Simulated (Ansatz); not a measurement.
Ansatz (a program for electronic structure) is run on Y2Au (Pnma, 12 atoms in the cell), and the run fails. The aim is a self-consistent single point with DFT, PBEsol, plane waves, default PAW files made with PBE.

Cell that was meant: a = 7.1150 Å, b = 4.9330 Å, c = 8.9080 Å, α = 90.00°, β = 90.00°, γ = 90.00°.

Part of the input:

```yaml
    - [0.000000, 4.933000, 0.000000]
    - [0.000000, 0.000000, 8.908000]
  atoms:
    - { element: Au, position_ang: [1.728660, 1.233250, 3.562042] }
    - { symbol: Au, position_ang: [1.828840, 3.699750, 8.016042] }
    - { symbol: Au, position_ang: [5.286160, 1.233250, 0.891958] }
    - { symbol: Au, position_ang: [5.386340, 3.699750, 5.345958] }
```

Output, abridged:

```
Error: YAML parse error: error: line 8 column 9: unknown field `element`, expected one of symbol, position, position_ang, spin, spin_axis, wyckoff
  --> <input>:8:9
   |
 6 |     - [0.000000, 0.000000, 8.908000]
 7 |   atoms:
 8 |     - { element: Au, position_ang: [1.728660, 1.233250, 3.562042] }
   |         ^ unknown field `element`, expected one of symbol, position, position_ang, spin, spin_axis, wyckoff
 9 |     - { symbol: Au, position_ang: [1.828840, 3.699750, 8.016042] }
10 |     - { symbol: Au, position_ang: [5.286160, 1.233250, 0.891958] }
   |
```

Task: From the messages shown, name the fault and mend the input.

Result: The program does not know the word element. To fix it, write symbol. The program stopped before any SCF iteration.

An input that runs soundly differs in these lines (not the only fix; some lines may just follow from the change or write a value another way):
```diff
-    - { element: Au, position_ang: [1.728660, 1.233250, 3.562042] }
+    - { symbol: Au, position_ang: [1.728660, 1.233250, 3.562042] }
```

With that input, the run converged in 7 iterations: free energy E − TS (on the zero of these files) -82397.1448 eV; Fermi level (on the code's own zero) 12.46 eV; pressure -1.68 GPa; largest force (vector length) 0.086 eV/Å (DFT, PBEsol, plane waves, default PAW files made with PBE).

On the sound input: the starting cell comes from a database of published, mostly measured structures (it also holds non-ambient and calculated ones), without a prior relaxation at this level. Ansatz's pressure includes its estimate of the finite-basis (Pulay) stress.
